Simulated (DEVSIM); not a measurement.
Structure: abrupt GaP n-p junction, at 250 K.

Layer 1 from the left is GaP, thickness (μm) 14.0, Nd (cm⁻³) 2.5e16, τn (s) 8.5e-7, τp (s) 8.5e-7. Layer 2 from the left is GaP, thickness (μm) 87.0, Na (cm⁻³) 5.6e14, τn (s) 8.5e-7, τp (s) 8.5e-7.

Left contact: ohmic. Right contact: ohmic. Voltage is applied to the left contact. Recombination: SRH at mid-gap. Mobility is μmin + (μ − μmin)/(1 + (N/Nref)^α).

This is a model device: material constants are rounded textbook-type values typed into the input, and sizes, dopings and lifetimes were drawn at random. Values at 300 K; Nc and Nv go as T^1.5, mobilities as T to minus their exponent, the gap by Varshni's rule with the affinity fixed.

GaP: gap (eV) 2.26, affinity (eV) 3.8, permittivity 11.1, Nc (cm⁻³) 1.8e19, Nv (cm⁻³) 1.9e19, μn (cm²/Vs) 250, μp (cm²/Vs) 150, μn,min 10, μp,min 10, Nref,n 4.4e18, Nref,p 1e18, αn 0.8, αp 0.85, T exponent of μn 1.6, T exponent of μp 1.98, Varshni α (eV/K) 0.00058, Varshni β (K) 372.

Model (solved in DEVSIM): 1D drift-diffusion, Boltzmann statistics, complete ionisation; no tunnelling, impact ionisation, image-force lowering or self-heating.

Dark forward current:

```tsv
|V| (V)	|J| (A/cm²)
0.90	1.239e-13
0.95	4.069e-13
1.00	1.339e-12
1.05	4.415e-12
1.10	1.459e-11
1.15	4.835e-11
1.20	1.608e-10
1.25	5.366e-10
1.30	1.801e-9
1.35	6.091e-9
1.40	2.089e-8
1.45	7.373e-8
1.50	2.777e-7
1.55	1.201e-6
1.60	6.559e-6
1.65	4.661e-5
1.70	0.0003982
1.75	0.003566
1.80	0.02472
1.85	0.09374
1.90	0.2309
1.95	0.4646
2.00	0.8382
2.05	1.398
2.10	2.184
2.15	3.221
```

**Question.** Work out the local ideality factor n = ΔV / (kT/q · ln(J2/J1)) between the rows 0.90 and 0.95 V, 1.70 and 1.75 V, 2.10 and 2.15 V.

**Answer.** kT/q = 21.54 mV. From 0.90 to 0.95 V: ln(4.069e-13/1.239e-13) = 1.189, n = 1.95, near the 2 of recombination in the depletion region. From 1.70 to 1.75 V: ln(0.003566/0.0003982) = 2.192, n = 1.06, near the 1 of diffusion or emission over a barrier. From 2.10 to 2.15 V: ln(3.221/2.184) = 0.389, n = 5.97.

**Question.** Estimate the current at 1.70 V from the Shockley equation with J0 = Σ q ni² D/(N L) coth(W/L), τ joining the SRH, radiative and Auger lifetimes that are on, and W taken as the whole layer.

**Answer.** ni² = 2.18e-8 cm⁻⁶; holes in the n layer: μ = 207 cm²/Vs, D = 4.46 cm²/s, τ = 8.50e-7 s, L = 19.5 μm, W/L = 0.72, term 5.19e-40 A/cm²; electrons in the p layer: μ = 334 cm²/Vs, D = 7.20 cm²/s, τ = 8.50e-7 s, L = 24.7 μm, W/L = 3.5, term 1.82e-38 A/cm². J0 = 1.87e-38 A/cm², and J = J0 exp(qV/kT) = 0.000353 A/cm². The simulation gives 0.000398 A/cm²; the estimate lies 11 % below. The estimate leaves out recombination in the depletion region and that region's share of W.
